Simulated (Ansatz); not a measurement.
Ansatz (a first-principles code) run on Al₃Ni₂ (P-3m1, 5 atoms in the cell): relaxation of cell and atoms.

Level of theory: LDA (PW92), default PAW files made with PBE (plane waves; Ansatz).

The change in words: atoms on their sites; basis.ecutwfc: 30.9 Ry → 37.1 Ry; relax: default → cell and atoms. Reference geometry:
```xyz
5
Lattice="4.0062 0.0000 0.0000 -2.0031 3.4695 0.0000 0.0000 0.0000 4.8955" Properties=species:S:1:pos:R:3 pbc="T T T"
Al     0.0000     0.0000     0.0500
Al     0.0000     2.3130     3.1727
Al     2.0031     1.1565     1.7228
Ni     0.0000     2.3130     0.7175
Ni     2.0031     1.1565     4.1780
```

Reference input (self-consistent single point, DFT, LDA (PW92), plane waves, default PAW files made with PBE): basis.ecutwfc = 30.9 Ry; kpoints.mp_grid.grid = 10 10 7; hamiltonian.xc = lda; hamiltonian.pseudopotentials = {kind: paw} (the program's default PAW files); scf.occupations.method = fermi_dirac; scf.occupations.width = 0.0073 Ry. This run's input differs from it in these lines:

Ansatz 0.2 input:
```diff
@@ -6,3 +6,3 @@
   atoms:
-    - { symbol: Al, position_ang: [0.000000, 0.000000, 0.049998] }
+    - { symbol: Al, position_ang: [0.000000, 0.000000, 0.000000] }
     - { symbol: Al, position_ang: [-0.000002, 2.312972, 3.172678] }
@@ -12,3 +12,3 @@
 basis:
-  ecutwfc: 30.9 Ry
+  ecutwfc: 37.1 Ry
 kpoints:
@@ -24,2 +24,4 @@
     width: 0.0073 Ry
+relax:
+  cell: {}
 output:
```

Output (repeated stretches shortened):

```
   [... SCF lines of the steps left out ...]
relax step   1: F+E_penalty+E_count = -13088.67155424 eV  Δ(F+E_penalty+E_count) = +0.000e0 eV  max|allowed force component| = 7.527e-2 eV/Å  Δτ_max = 0.0000 Å  P = -5.474 GPa  Ω = 68.044 Å³  (7 SCF iters, dr2 threshold 1.00e-7 eV, accepted)
relax step   2: F+E_penalty+E_count = -13088.71174739 eV  Δ(F+E_penalty+E_count) = -4.019e-2 eV  max|allowed force component| = 5.856e-2 eV/Å  Δτ_max = 0.0013 Å  P = -2.084 GPa  Ω = 66.375 Å³  energy of the carried Pulay correction = +1.955e-4 eV  [...]
   [... lines left out ...]
relax step   5: F+E_penalty+E_count = -13088.71818408 eV  Δ(F+E_penalty+E_count) = -1.472e-5 eV  max|allowed force component| = 1.234e-3 eV/Å  Δτ_max = 0.0009 Å  P = -0.000 GPa  Ω = 65.467 Å³  energy of the carried Pulay correction = +3.039e-4 eV  [...]
relax step   6: F+E_penalty+E_count = -13088.71787034 eV  Δ(F+E_penalty+E_count) = +3.137e-4 eV  max|allowed force component| = 1.253e-3 eV/Å  Δτ_max = 0.0000 Å  P = +0.001 GPa  Ω = 65.467 Å³  stress off target by 6.68e-3 GPa  SCF on the basis [...]
basis re-selected at this cell: Δ(F+E_penalty+E_count) = +3.137e-4 eV, ΔP = +0.001 GPa vs the last step
the relaxation is at rest under the 12 symmetry operations that the run kept from its start: a minimum is not shown …
Free energy (F): -13088.717870 eV
Internal energy: -13088.677057 eV  (E = F + TS)
E sigma→0 (E₀):  -13088.697464 eV
Entropy (-TS):   -0.040813 eV (-8.163 meV/atom)
Fermi energy:    11.522413 eV
--- Forces (eV/Å), atoms counted from 1 ---
  atom   1  Al     0.00000000     0.00000000     0.00000000
   [... lines left out ...]
  cell:  # Å, volume = 65.4668 Å³
   [... lines left out ...]
    - { symbol: Al, position: [0.3333333333333333, 0.6666666666666665, 0.6480473275041709] }
    - { symbol: Al, position: [0.6666666666666664, 0.33333333333333326, 0.35195267249582907] }
    - { symbol: Ni, position: [0.3333333333333333, 0.6666666666666665, 0.14595029402330284] }
    - { symbol: Ni, position: [0.6666666666666664, 0.33333333333333326, 0.8540497059766972] }
```

The run converged.  The full log also holds: “iter 5 did not close the SCF: its close was put off for the readings that it lacked (scf_convergence_deferred on its scf_iter line)”. The full log also holds: “iter 4 did not close the SCF: its close was put off for the readings that it lacked (scf_convergence_deferred on its scf_iter line)”.

Summary of the result:
- Free energy E − TS (on the zero of these files): -13088.7179 eV
- Fermi level (on the code's own zero): 11.52 eV
- Pressure: 0.00 GPa
- Largest force (vector length): 0.001 eV/Å
- Final cell: a = b = 3.960 Å, c = 4.822 Å, α = β = 90.00°, γ = 120.00°
- Final volume per atom: 13.09 Å³
- Relaxation steps: 6

The starting cell comes from a database of computed structures (which also holds hypothetical and non-ambient phases and stackings), without a prior relaxation at this level. Its lattice was rescaled by up to half a per cent. Spin polarisation is off. The relaxation keeps the symmetry of its start, so its end need not be a minimum. Ansatz's pressure includes its estimate of the finite-basis (Pulay) stress.

Cost on one core of a shared machine: roughly 50 s.
